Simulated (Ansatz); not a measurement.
Si (diamond structure), cut as (100) film, 8 layers, dimers on {100} faces where they fit, ended by OH. Cell contents Si32O8H8; atoms relaxed. k-points: Γ-centred 4×4×1 mesh; occupations: Fermi-Dirac, 0.020 eV; spin polarisation not allowed. Spin-orbit coupling is left out.

 The in-plane lattice is held at the bulk value.

**Question.** Give the electronic structure (gap or metallic character) at the level PBE (Ansatz, a first-principles code).

**Answer.** 
- electronic character: not metallic
- Kohn-Sham band gap: 0.87 eV
- change of bonding against the cut: none
- number of neighbours within 2.839 Å (ending not counted): 3 for 8 atoms, 4 for 24 atoms
- mean Si-Si distance (least to greatest): 2.377 Å (2.344 to 2.446)
